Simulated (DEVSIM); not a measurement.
Device: Al0.35Ga0.65As/GaAs p-n heterojunction, at 350 K.

```
layer (left to right)        material  thickness (μm)  Nd (cm⁻³)  Na (cm⁻³)  τn (s)  τp (s)
---------------------  --------------  --------------  ---------  ---------  ------  ------
1                      Al0.35Ga0.65As           0.330          -     3.1e16  1.7e-9  1.7e-9
2                                GaAs           0.470     2.3e16          -  1.7e-9  1.7e-9
```

Left contact: ohmic. Right contact: ohmic. Voltage is applied to the left contact. Recombination: SRH at mid-gap, radiative, Auger. Mobility is μmin + (μ − μmin)/(1 + (N/Nref)^α).

This is a model device: material constants are rounded textbook-type values typed into the input, and sizes, dopings and lifetimes were drawn at random. Values at 300 K; Nc and Nv go as T^1.5, mobilities as T to minus their exponent, the gap by Varshni's rule with the affinity fixed.

```csv
parameter,Al0.35Ga0.65As,GaAs
gap (eV),1.8604,1.424
affinity (eV),3.7935,4.07
permittivity,11.91,12.9
Nc (cm⁻³),7.44e17,4.7e17
Nv (cm⁻³),9e18,9e18
μn (cm²/Vs),3495,8500
μp (cm²/Vs),176,400
"μn,min",500,500
"μp,min",20,20
"Nref,n",6e16,6e16
"Nref,p",1.5e17,1.5e17
αn,0.39,0.39
αp,0.38,0.38
T exponent of μn,2.1,2.1
T exponent of μp,2.2,2.2
B (cm³/s),2e-10,2e-10
Cn (cm⁶/s),1e-30,1e-30
Cp (cm⁶/s),1e-30,1e-30
Varshni α (eV/K),0.000541,0.000541
Varshni β (K),204,204
```

DEVSIM, 1D drift-diffusion, Boltzmann statistics, complete ionisation; no tunnelling, impact ionisation, image-force lowering or self-heating. Band offsets follow the typed affinities; no thermionic-emission limit at abrupt steps, no polarisation charge.

The thickness of layer 2 was swept, all else fixed.

| thickness of layer 2 (μm) | largest field in the device at zero bias (V/cm) | dark forward voltage at 1 A/cm² (V) | dark forward voltage at 100 A/cm² (V) |
|---|---|---|---|
| 0.094 | 81000 | 0.835 | 1.036 |
| 0.16 | 74000 | 0.867 | 1.058 |
| 0.28 | 72000 | 0.898 | 1.081 |
| 0.47 | 72000 | 0.917 | 1.096 |
| 0.8 | 72000 | 0.931 | 1.111 |
| 1.4 | 72000 | 0.939 | 1.123 |
| 2.3 | 72000 | 0.942 | 1.128 |

From the first row to the last the largest field in the device at zero bias goes from 81000 to 72000. From the first row to the last the dark forward voltage at 1 A/cm² goes from 0.835 to 0.942.
